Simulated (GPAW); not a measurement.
Troubleshooting GPAW: a failed run on Rb2NaScF6 (Fm-3m, 10 atoms in the cell). The aim is a self-consistent single point with DFT PBEsol, plane waves, GPAW PAW datasets PBEsol (made by gpaw-setup).

This input was run:

```python
from ase import Atoms
from ase.units import GPa
from gpaw import GPAW

atoms = Atoms(['Rb', 'Rb', 'Na', 'Sc', 'F', 'F', 'F', 'F', 'F', 'F'],
              cell=[[0.000000, 4.374530, 4.374530],
                    [4.374530, 0.000000, 4.374530],
                    [4.374530, 4.374530, 0.000000]],
              scaled_positions=[[0.750000, 0.750000, 0.750000],
                                [0.250000, 0.250000, 0.250000],
                                [0.500000, 0.500000, 0.500000],
                                [0.000000, 0.000000, 0.000000],
                                [0.766770, 0.233230, 0.233230],
                                [0.233230, 0.766770, 0.766770],
                                [0.233230, 0.766770, 0.233230],
                                [0.766770, 0.233230, 0.766770],
                                [0.233230, 0.233230, 0.766770],
                                [0.766770, 0.766770, 0.233230]],
              pbc=True)

calc = GPAW(mode={'name': 'pw', 'ecut': 900},
            xc='PBEsol',
            setups={'F': 'd'},
            kpts={'size': (4, 4, 4), 'gamma': True},
            occupations={'name': 'fermi-dirac', 'width': 0.0},
            nbands=-6,
            convergence={'bands': -4},
            symmetry={'symmorphic': False, 'tolerance': 0.0005},
            maxiter=120,
            txt='-')

atoms.calc = calc

energy = atoms.get_potential_energy()
print('Energy (eV):', round(energy, 6))
forces = atoms.get_forces()
print('Forces (eV/Ang):')
print(forces.round(5))
stress = atoms.get_stress()
print('Stress (GPa, Voigt):', (stress / GPa).round(4))
```

Output (repeated stretches shortened):

```
Input parameters:
  convergence: {bands: -4}
  kpts: {gamma: True,
         size: (4, 4, 4)}
  maxiter: 120
  mode: {ecut: 900,
         name: pw}
  nbands: -6
  occupations: {name: fermi-dirac,
                width: 0.0}
  setups: {F: d}
  symmetry: {symmorphic: False,
             tolerance: 0.0005}
  xc: PBEsol

Traceback (most recent call last):
   [... frames left out ...]
FileNotFoundError: Could not find required PAW dataset file "F.d.PBEsol".

You need to set the GPAW_SETUP_PATH environment variable to point to
the directories where PAW dataset and basis files are stored.  See
https://gpaw.readthedocs.io/install.html#install-paw-datasets
for details.
```

Problem. Read the log: what does the program object to, and what is the fix?

Solution. The fault is a potential or basis that cannot be found. The input names a file or set that is not where the program looks, or that does not exist under that name. To fix it, correct the name or place the file. The program stopped before any SCF iteration.

The sound input it was made from differs as follows (other fixes are possible):
```diff
-            setups={'F': 'd'},
```

With that input, the run converged in 26 iterations: free energy E − TS (from the program's reference atoms) -53.3285 eV; top of the valence band (on the code's own zero) -0.68 eV; gap on the k-point mesh 6.74 eV; largest force (vector length) 0.241 eV/Å (DFT PBEsol, plane waves, GPAW PAW datasets PBEsol (made by gpaw-setup)).

On the sound input: the starting cell comes from a database of computed structures (which also holds hypothetical and non-ambient phases and stackings), without a prior relaxation at this level.
